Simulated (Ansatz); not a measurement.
## CsPbCl3 under a change: tensor shear ε_xy = +2.00 %

Take CsPbCl3 in the cubic perovskite structure (space group Pm-3m, No. 221; a = 5.521 Å) as the base. Axes: x, y, z lie along the cube axes.

Modification: a pure shear with ε_xy = ε_yx = 0.0200; the atoms relax in the strained cell.

Computed with plane-wave PAW DFT at the LDA level (Ansatz, a quantum-chemistry and plane-wave program, 420 eV), without spin-orbit coupling. Settings: 6×6×6 k-points, 0.05 eV Fermi–Dirac smearing.

The volume per atom stays essentially unchanged (33.65 Å³ against 33.64 Å³) and the space group changes from Pm-3m (No. 221) to Cmmm (No. 65). The energy grows by 0.7 meV/atom and the pressure (mean of the normal stresses, compression positive) is still 0.0 kbar. The band gap shrinks by 0.09 eV (1.53 eV → 1.44 eV) and the gap character is direct at T. The stress (xx, yy, zz, yz, xz, xy; compression positive) amounts to (0.00, 0.00, 0.01, 0.00, 0.00, -0.17) GPa.

With Pb present, leaving out spin-orbit coupling can change the band edges. Whether these cells are dynamically stable was not tested. Many cubic perovskites are stable only at high temperature; tilts and polar distortions were not tested. This is not the structure that CsPbCl3 has at room temperature and ambient pressure. k-point labels follow each cell's own Brillouin zone.
